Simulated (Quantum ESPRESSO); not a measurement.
# Habitual settings against a tight run: SrMg₃ (I4/mmm, 4 atoms in the cell)

Self-consistent single point.

```
CELL_PARAMETERS angstrom
     -2.79781     2.79781     3.65755
      2.79781    -2.79781     3.65755
      2.79781     2.79781    -3.65755
ATOMIC_POSITIONS crystal
  Sr 0.00000 0.00000 0.00000
  Mg 0.50000 0.50000 0.00000
  Mg 0.25000 0.75000 0.50000
  Mg 0.75000 0.25000 0.50000
```

Computed with PBEsol, GBRV 1.5 ultrasoft (PBESOL) pseudopotentials (plane waves; Quantum ESPRESSO).

Base settings: ecutwfc = 40 Ry; ecutrho = 200 Ry; occupations = smearing; smearing = fd; degauss = 0.0073499 Ry; potentials = {Sr: sr_pbesol_v1.uspp.F.UPF, Mg: mg_pbesol_v1.4.uspp.F.UPF}; K_POINTS = automatic 8 8 8 1 1 1; conv_thr = 1e-10 Ry.

Tight run (finer mesh or higher cutoff; not a proven limit): ecutwfc: 40 Ry → 56 Ry; ecutrho: 200 Ry → 280 Ry; conv_thr: 1e-10 Ry → 7.3e-11 Ry; K_POINTS: automatic 8 8 8 1 1 1 → automatic 11 11 11 1 1 1. It gave Fermi level (on the code's own zero) 5.48 eV; pressure -0.85 GPa.

Quick runs, as changes from the base:
- A: the base itself
- B: ecutwfc: 40 Ry → 28 Ry; ecutrho: 200 Ry → 140 Ry; smearing: fd → mp; degauss: 0.0073499 Ry → 0.036749 Ry
- C: ecutwfc: 40 Ry → 28 Ry; ecutrho: 200 Ry → 140 Ry; conv_thr: 1e-10 Ry → 7.3e-05 Ry; K_POINTS: automatic 8 8 8 1 1 1 → automatic 4 4 4 1 1 1
- D: ecutwfc: 40 Ry → 32 Ry; ecutrho: 200 Ry → 160 Ry; smearing: fd → cold; degauss: 0.0073499 Ry → 0.0147 Ry; K_POINTS: automatic 8 8 8 1 1 1 → automatic 6 6 6 1 1 1
- E: ecutwfc: 40 Ry → 24 Ry; ecutrho: 200 Ry → 120 Ry; smearing: fd → mp; degauss: 0.0073499 Ry → 0.0099958 Ry; conv_thr: 1e-10 Ry → 7.3e-05 Ry; K_POINTS: automatic 8 8 8 1 1 1 → automatic 3 3 3 1 1 1
- F: ecutwfc: 40 Ry → 24 Ry; ecutrho: 200 Ry → 120 Ry; K_POINTS: automatic 8 8 8 1 1 1 → automatic 6 6 6 1 1 1

Energies are extrapolated to zero smearing width, which holds to low order in the width alone (under cold and Methfessel-Paxton smearing the free energy itself is taken).

Dashes: time of C, E, F, under 30 s.

The count of work is k-points × plane waves × bands × iterations; it is no time. Core times come from one kind of shared machine and are given to one figure; runs under 30 s give none.

The starting cell comes from a database of computed structures (which also holds hypothetical and non-ambient phases and stackings), without a prior relaxation at this level. Its lattice was rescaled by a random factor within 2.5 % of one.

```
run  energy less tight (meV/atom)  pressure less tight (GPa)  count of work / tight  core time / tight (rough)
---  ----------------------------  -------------------------  ---------------------  -------------------------
A                             3.1                      -0.02                   0.27                        0.3
B                           238.5                     -10.58                   0.16                        0.1
C                           209.8                     -11.46                  0.015                          –
D                            36.3                      -2.30                  0.097                        0.1
E                          1111.0                     -38.77                 0.0068                          –
F                          1139.9                     -37.72                  0.063                          –
```

Among the runs at the tight run's level, the energy misses run from 3.1 to 1139.9 meV/atom.
